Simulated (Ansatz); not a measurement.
**MgTe: response to strain**

Start from MgTe in the zinc blende structure (space group F-43m, No. 216; a = 6.368 Å). Axes: x, y, z lie along the cube axes.

Strains are applied to the cell and any free atomic positions relax.

Computed with Ansatz (a first-principles code), LDA, PAW, cutoff 420 eV, no SOC.

Notes on the quantities. pressure: mean of the normal stresses, compression positive.

```csv
variant,band gap,pressure,volume per atom
base,2.38 eV,0.1 kbar,32.28 Å³
uniaxial strain ε_zz = −3.00 %,[?],12.5 kbar,31.31 Å³
uniaxial strain ε_zz = −2.00 %,2.44 eV,8.2 kbar,31.63 Å³
uniaxial strain ε_zz = −0.50 %,2.40 eV,[?],32.12 Å³
uniaxial strain ε_zz = +0.50 %,2.36 eV,-1.8 kbar,32.44 Å³
uniaxial strain ε_zz = +1.00 %,2.33 eV,-3.7 kbar,32.60 Å³
uniaxial strain ε_zz = +1.50 %,2.30 eV,-5.6 kbar,32.76 Å³
uniaxial strain ε_zz = +2.00 %,2.27 eV,-7.4 kbar,32.93 Å³
uniaxial strain ε_zz = +2.50 %,2.24 eV,-9.1 kbar,33.09 Å³
uniaxial strain ε_zz = +3.00 %,[?],-10.8 kbar,33.25 Å³
```

Task: Complete the table.

Result: 
- uniaxial strain ε_zz = −3.00 %, band gap: 2.46 eV
- uniaxial strain ε_zz = −0.50 %, pressure: 2.0 kbar
- uniaxial strain ε_zz = +3.00 %, band gap: 2.22 eV

With Te present, leaving out spin-orbit coupling can change the band edges. No phonon test of stability was made.
